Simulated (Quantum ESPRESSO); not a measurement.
## Several settings converged on CsCaH₃ (P4mm, 5 atoms in the cell)

```
CELL_PARAMETERS angstrom
      4.59808     0.00000     0.00000
      0.00000     4.59808     0.00000
      0.00000     0.00000     4.59808
ATOMIC_POSITIONS crystal
  Cs 0.00000 0.00000 0.01087
  Ca 0.50000 0.50000 0.50000
  H  0.50000 0.00000 0.50000
  H  0.00000 0.50000 0.50000
  H  0.50000 0.50000 0.00000
```

Base method: LDA (PW92), PseudoDojo standard norm-conserving (LDA) pseudopotentials (plane waves; Quantum ESPRESSO 7.5).

Base settings: ecutwfc = 75 Ry; occupations = fixed; potentials = {Cs: Cs.upf, Ca: Ca.upf, H: H.upf}; K_POINTS = automatic 2 2 2 0 0 0; nbnd = 15; conv_thr = 1e-08 Ry.

The count of work is k-points × plane waves × bands × iterations; it is no time. Core times come from one kind of shared machine, to one figure; runs under 30 s give none.

**The cutoff for other potential files**

Level: DFT, LDA (PZ), plane waves, GBRV 1.5 ultrasoft (LDA) pseudopotentials.

In this ladder: pseudopotentials = {Cs: cs_lda_v1.uspp.F.UPF, Ca: ca_lda_v1.uspp.F.UPF, H: h_lda_v1.4.uspp.F.UPF}. Moved along: ecutrho.

The second cell is the first with its lattice scaled by 0.98.

The mesh stays at the base's, so the ladder's end is converged at best in this setting alone.

Only quantities that move along the ladder and can be compared are tabulated; the gap is left out on so coarse a mesh.

```tsv
ecutwfc	free energy less the last step's (meV/atom)	energy of the compressed cell less the first (meV/atom)	pressure (GPa)	count of work / last
18 Ry	78.66	-5.35	-5.43	0.093
22 Ry	9.81	-4.19	-1.90	0.15
28 Ry	1.69	-3.91	-1.38	0.18
34 Ry	0.79	-3.99	-1.35	0.28
40 Ry	0.64	-3.97	-1.34	0.35
48 Ry	0.34	-3.98	-1.35	0.47
60 Ry	0.17	-3.99	-1.34	0.65
80 Ry	0.00	-3.99	-1.34	1.0
```

Coarsest ecutwfc that holds the free energy within 5 meV/atom of the last step, with all finer ones: 28 Ry, at 0.18 of the last step's count of work; the step before is off by 9.8 meV/atom.

Coarsest ecutwfc that holds the energy of the compressed cell less the first within 0.5 meV/atom of the last step, with all finer ones: 22 Ry, at 0.15 of the last step's count of work; the step before is off by 1.4 meV/atom.

Coarsest ecutwfc that holds the pressure within 0.5 GPa of the last step, with all finer ones: 28 Ry, at 0.18 of the last step's count of work; the step before is off by 0.56 GPa.

The energy difference between the two cells stays within 1 meV/atom of the last step's from 22 Ry on, the total only from 34 Ry on: much of the error is common to both cells and cancels.

At the lowest cutoff the pressure lies 4.1 GPa under the last step's, the usual sign of Pulay stress in an incomplete plane-wave basis.

**The relaxed cell against the cutoff**

On CsCaH3 (Pm-3m, 5 atoms in the cell): atoms on their sites.

In this ladder: calculation = vc-relax; tprnfor = default; tstress = default.

The mesh stays at the base's, so the ladder's end is converged at best in this setting alone.

Only quantities that move along the ladder and can be compared are tabulated; the gap is left out on so coarse a mesh.

| ecutwfc | relaxed volume (Å³/atom) | relaxation steps | core time / last (rough) |
|---|---|---|---|
| 38 Ry | 17.210 | 5 | – |
| 45 Ry | 17.921 | 5 | – |
| 52 Ry | 18.272 | 5 | – |
| 64 Ry | 18.462 | 5 | – |
| 75 Ry | 18.486 | 5 | – |
| 90 Ry | 18.488 | 5 | 0.3 |
| 112 Ry | 18.487 | 5 | 0.4 |
| 150 Ry | 18.489 | 5 | 1 |

Coarsest ecutwfc that holds the relaxed volume within 0.092 Å³/atom of the last step, with all finer ones: 64 Ry; the step before is off by 0.22 Å³/atom.

At the lowest cutoff the cell relaxes to a volume 6.9 % smaller than at the highest.

On the base run: the starting cell comes from a database of computed structures (which also holds hypothetical and non-ambient phases and stackings), without a prior relaxation at this level. Its lattice was rescaled by up to half a per cent. One atom was moved a little off its site on purpose.
